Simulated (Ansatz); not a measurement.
## SiO2 (P4₁2₁2, No. 92)

These are PBEsol (plane waves, PAW; Ansatz, a first-principles code) values and carry that method's errors.

Settings: plane-wave cutoff 520 eV, 8×8×6 k mesh (along the axes of the cell as run), Fermi–Dirac smearing 0.01 eV, scalar-relativistic PAW data made under PBE.

Cell (relaxed at this level):

```cif
data_O8Si4
_chemical_formula_sum 'Si4 O8'
_space_group_name_H-M_alt 'P 1'
_space_group_IT_number 1
_cell_length_a 5.03159
_cell_length_b 5.03159
_cell_length_c 7.01615
_cell_angle_alpha 90.000
_cell_angle_beta 90.000
_cell_angle_gamma 90.000
loop_
_space_group_symop_operation_xyz
  'x, y, z'
loop_
_atom_site_label
_atom_site_type_symbol
_atom_site_fract_x
_atom_site_fract_y
_atom_site_fract_z
_atom_site_occupancy
Si1 Si 0.29757 0.29757 0.00000 1
Si2 Si 0.79757 0.20243 0.75000 1
Si3 Si 0.20243 0.79757 0.25000 1
Si4 Si 0.70243 0.70243 0.50000 1
O1 O 0.23976 0.10091 0.17782 1
O2 O 0.73976 0.39909 0.57218 1
O3 O 0.26024 0.60091 0.07218 1
O4 O 0.76024 0.89909 0.67782 1
O5 O 0.89909 0.76024 0.32218 1
O6 O 0.39909 0.73976 0.42782 1
O7 O 0.60091 0.26024 0.92782 1
O8 O 0.10091 0.23976 0.82218 1
```

```json
{
 "bulk_modulus": "13.0 GPa",
 "band_gap": "5.57 eV (direct)"
}
```

Note: the bulk modulus comes from volumes at which shape and atoms were relaxed.

The computed numbers hold no vibrational or temperature effects.

Computing time: very roughly 30 core-minutes.
